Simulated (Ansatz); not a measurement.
Sc under a change: x(Ca) = 0.5, 8 atoms, Pm

Take Sc in the hcp (Mg type) structure (space group P6_3/mmc, No. 194; a = 3.3295 Å, c = 5.1919 Å) as the base.

The other end (x = 1) is Ca in the hcp (Mg type) structure (space group P6_3/mmc, No. 194; a model cell): 43.41 Å³/atom, gap zero; this end may not be an ambient phase.

One thing is altered: a fraction x = 0.5 of the Sc sites is given to Ca, ordered in a cell of 8 atoms (starting symmetry Pm) and fully relaxed.

All numbers come from Ansatz (a quantum-chemistry and plane-wave program) r2SCAN, scalar-relativistic without spin-orbit coupling. k-mesh 8×13×4 (Γ-centred); smearing 0.05 eV (Fermi–Dirac), for the changed cell.

| quantity | base | changed | shift |
|---|---|---|---|
| density | 3.00 g/cm³ | 2.18 g/cm³ | -0.812 g/cm³ |
| shortest interatomic distance | 323.0 pm | 319.7 pm | -3.3 pm |
| band gap | zero | zero | – |
| mixing energy (to 0.01 eV only: unlike meshes or grids) | – | +0.24 eV/atom | – |
| deviation of the volume from the linear (Vegard-type) interpolation | – | -5.4 % | – |

These are small ordered cells, not random alloys; other orderings at the same x differ. Whether these cells are dynamically stable was not tested. All final runs are without spin polarisation. CaSc has a high density of states at the Fermi level and may be magnetic at this level. This is not the structure that Ca has at room temperature and ambient pressure.
